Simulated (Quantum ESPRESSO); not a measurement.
## Equation of state of hcp Re (space group 194): energy against volume (Quantum ESPRESSO, PBE)

```
Re
1.0
    2.71092     0.00000     0.00000
   -1.35546     2.34773     0.00000
    0.00000     0.00000     4.38070
Re
2
Cartesian
  1.35546   0.78258   3.28552
  0.00000   1.56515   1.09517
```

Computed with PBE, GBRV 1.5 ultrasoft (PBE) pseudopotentials (plane waves; Quantum ESPRESSO). Settings: ecutwfc = 52 Ry; ecutrho = 416 Ry; occupations = smearing; smearing = fd; degauss = 0.0036749 Ry; potentials = {Re: re_pbe_v1.2.uspp.F.UPF}; K_POINTS = automatic 24 24 13 0 0 0; conv_thr = 1e-10 Ry; mixing_beta = 0.4. The cell above is the first row's. The rows scale it uniformly. In all rows fractional positions and the k mesh are held. E is the free energy at the stated smearing, counted from the lowest row.

```
V (Å^3/atom)  E (meV/atom)
------------  ------------
13.941               88.15
14.244               41.24
14.547               12.49
14.850                0.00
15.153                2.08
15.456               17.20
15.759               43.98
16.062               81.19
16.365                   ?
```

Fit E of the 8 rows that show it with the third-order Birch-Murnaghan form, a cubic in V^(-2/3). With u = V^(-2/3) - 0.165, the rows have u = 0.007638, 0.005181, 0.002810, 0.000519, -0.001694, -0.003836, -0.005908, -0.007915. Least squares gives E = -0.746 + 719.63·u + 1414558·u² + 1976711·u³. Residuals (row less fit): -0.005, 0.012, 0.000, -0.009, -0.005, 0.003, 0.011, -0.006; standard error 0.010 (degrees of freedom: 4). Its minimum lies at u = -0.000255, so V0 = (0.164745)^(-3/2) = 14.95. There d²E/du² = 2826000 and d³E/du³ = 1.186e7, so B0 = (4/9) × 14.95^(-7/3) × 2826000 × 0.160218 = 365 GPa (the last factor turns the table's units into GPa), and B0' = 4 + (2/3) × 0.164745 × (1.186e7)/2826000 = 4.5. The program's pressures in the fitted runs (not shown) pass through zero at V = 14.94, 0.09 % from this V0.

### Question
Estimate the missing E (V = 16.365); what did the run itself give?

### Answer
u = -0.009860, so E = -0.746 + 719.63 × (-0.009860) + 1414558 × (-0.009860)² + 1976711 × (-0.009860)³ = 127.786 meV/atom. The calculation gives 127.71 meV/atom, 0.076 meV/atom below the prediction (0.1 % of the range of E in the table). The row lies outside the fitted rows, so this is an extrapolation. From the scatter of the fitted rows alone, a prediction at this place has a standard error of 0.025 meV/atom, so the miss is 3.0 times that.

Carrying the step between the two nearest rows on in a straight line would have given 118.40, off by 9.31; series whose last step already gives the withheld value aren't shown. The scan was laid around a cell of about the measured size, scaled by a guess for this functional; axis ratios and inner coordinates come from that cell. The runs keep the symmetry of the cell, so they don't test it for distortions. Spin polarisation is off. Spin-orbit coupling is off. The shape of the cell and the inner coordinates aren't relaxed, so V0 and B0 belong to this uniform scaling; a relaxed crystal lies no higher in energy and is usually softer. Cutoffs and mesh are single choices, not tested for convergence of this quantity. Series with a scatter that would blur these digits, or in which a gap closes, are not shown. Nor are scans whose minimum lies at an end fitted in this form.
